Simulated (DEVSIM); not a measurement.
Device: illuminated Ge p-on-n cell, one wavelength, at 300 K.

```
layer (left to right)  material  thickness (μm)  Nd (cm⁻³)  Na (cm⁻³)  τn (s)  τp (s)  absorption coefficient (cm⁻¹)
---------------------  --------  --------------  ---------  ---------  ------  ------  -----------------------------
1                            Ge           0.190          -     2.4e18  9.9e-9  6.9e-8                           4200
2                            Ge            70.0     2.8e17          -  4.3e-7  4.3e-7                           4200
```

Left contact: ohmic, minority electron recombination velocity 100 cm/s. Right contact: ohmic, minority hole recombination velocity 2e5 cm/s. Voltage is applied to the left contact. Recombination: SRH at mid-gap, radiative, Auger. Light enters at the left, 1.3e18 photons cm⁻² s⁻¹, one pass, no reflection. Mobility is constant in doping.

Constants are typed, rounded textbook-type inputs, not results; the design itself was drawn at random and stands for no fabricated device. Values at 300 K.

| parameter | Ge |
|---|---|
| gap (eV) | 0.664 |
| affinity (eV) | 4 |
| permittivity | 16 |
| Nc (cm⁻³) | 1.04e19 |
| Nv (cm⁻³) | 6e18 |
| μn (cm²/Vs) | 3900 |
| μp (cm²/Vs) | 1900 |
| B (cm³/s) | 6.4e-14 |
| Cn (cm⁶/s) | 1e-31 |
| Cp (cm⁶/s) | 1e-31 |

Model (solved in DEVSIM): 1D drift-diffusion, Boltzmann statistics, complete ionisation; no tunnelling, impact ionisation, image-force lowering or self-heating.

The photon flux was swept, all else fixed.

```tsv
photon flux (cm^-2 s^-1)	largest power (mW/cm²)	open-circuit voltage (V)	fill factor	short-circuit current (mA/cm²)
3.9e16	0.733	0.196	0.63	5.94
1.3e17	3.01	0.227	0.67	19.8
3.9e17	10.5	0.256	0.69	59.4
1.3e18	40.4	0.287	0.71	198
3.9e18	137	0.315	0.73	594
1.3e19	512	0.347	0.75	1980
3.9e19	1690	0.375	0.76	5940
```

From the first row to the last the largest power goes from 0.733 to 1690. From the first row to the last the open-circuit voltage goes from 0.196 to 0.375.
